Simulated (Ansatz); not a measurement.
Data:

End structure of the (21-32) surface of hcp Cd in its 1x1 cell, outermost plane spacing 0.31 Å in the ideal cut:

```xyz
24
Lattice="6.4688 0.0000 0.0000 -2.8480 7.5079 0.0000 0.0000 0.0000 27.0000" Properties=species:S:1:pos:R:3 pbc="T T T"
Cd     2.5796     5.3382     8.6622
Cd     0.7955     0.1955     8.2649
Cd     4.5477     0.6137     9.3975
Cd     0.6856     2.9998     8.9466
Cd     4.2439     3.4110    10.2103
Cd    -0.2959     5.7317     9.6485
Cd     3.6859     6.2233    11.5196
Cd     2.0876     1.0795    11.0126
Cd    -0.6246     1.5372    12.2337
Cd     1.6046     3.8941    11.9055
Cd    -1.1261     4.3255    13.1865
Cd     0.9164     6.6650    12.6771
Cd    -1.6284     7.1741    14.3229
Cd     3.2621     2.0057    13.8135
Cd     0.5314     2.4371    15.0945
Cd     2.7606     4.7940    14.7663
Cd     0.0484     5.2517    15.9874
Cd     2.0709     7.6158    15.4804
Cd     2.4319     0.5995    17.3515
Cd     4.3608     2.9202    16.7897
Cd     1.4504     3.3315    18.0534
Cd     4.0570     5.7176    17.6024
Cd     1.3405     6.1358    18.7351
Cd     6.0251     0.9930    18.3378
```

Set-up: 24 atoms, 10.6 Å thick at the start; mesh 6x5x1; 0.1 eV smearing; dipole correction on; all atoms relaxed; start symmetry kept, larger cells not searched; no spin, no spin-orbit, no U.

### Question
Give the surface energy (mean of both faces) at the level PBE in Ansatz (a program for electronic structure).

### Answer
30 meV/Å²

### Question
Estimate the work function of the top face that PBE returns for this input.

### Answer
3.89 eV
